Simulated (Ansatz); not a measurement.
Base system: Os in the hcp (Mg type) structure (space group P6_3/mmc, No. 194; a = 2.755 Å, c = 4.344 Å).

Perturbation: cell and atoms relaxed at a pressure of 7 GPa.

Levels (all Ansatz, a program for electronic structure, PAW): PBE (420 eV, scalar-relativistic without spin-orbit coupling); r2SCAN (500 eV, without spin-orbit coupling).

The geometry is relaxed with PBE.

| Item | Value |
|---|---|
| PBE pressure | 7.0 GPa |

With r2SCAN at the same geometry, the pressure falls by 7.7 GPa, from 7.0 GPa to -0.7 GPa.

Single points use the geometry relaxed with PBE. Their cutoffs differ, which shifts pressures a little. Load acts through the strain it causes; cell and atoms are relaxed under it. Stability against distortions was not tested. Competing high-pressure phases were not computed. The final runs are not spin-polarised.
